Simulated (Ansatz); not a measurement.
Consider the following.

End structure of H2 on graphene, one in a 3x3 cell, started at the site 'top C':

```xyz
20
Lattice="7.3995 0.0000 0.0000 -3.6997 6.4081 0.0000 0.0000 0.0000 19.0000" Properties=species:S:1:pos:R:3 pbc="T T T"
C      0.0000     1.4242     9.4976
C     -1.2332     3.5601     9.5011
C     -2.4666     5.6963     9.5011
C      2.4664     1.4242     9.5010
C      1.2332     3.5601     9.5000
C      0.0000     5.6962     9.5018
C      4.9331     1.4242     9.5012
C      3.6998     3.5602     9.5024
C      2.4666     5.6963     9.5011
C      1.2328     0.7124     9.4992
C      0.0000     2.8477     9.4989
C     -1.2332     4.9842     9.5018
C      3.6998     0.7122     9.5019
C      2.4665     2.8482     9.5014
C      1.2333     4.9842     9.5014
C      6.1667     0.7124     9.4994
C      4.9330     2.8482     9.5019
C      3.6998     4.9842     9.5020
H     -0.3653     1.2632    12.6681
H      0.3857     1.2644    12.6693
```

Set-up: 20 atoms; mesh 4x4x1; 0.05 eV smearing; dipole correction on; 1 atoms held, the rest relaxed; no symmetry held; no spin, no spin-orbit, no U. At the end no host atom lies within bonding distance. In D3-corrected PBE it is, or lies within 0.03 eV of, the lowest of the starts that converged.

A negative adsorption energy means that the adsorbate is more stable on the surface than in its reference.

Problem. Give the change of the work function at the level PBE with D3(BJ) dispersion (Ansatz, an electronic-structure program).

Solution. 0.013 eV

Problem. What is the computed adsorption energy against H2(g) (PBE with D3(BJ) dispersion)?

Solution. -0.056 eV

Problem. What is the computed work function of the top face (PBE with D3(BJ) dispersion)?

Solution. 4.26 eV

Problem. Give the change of the step from the bottom to the top vacuum level, against the clean slab at the level PBE with D3(BJ) dispersion.

Solution. 0.011 eV
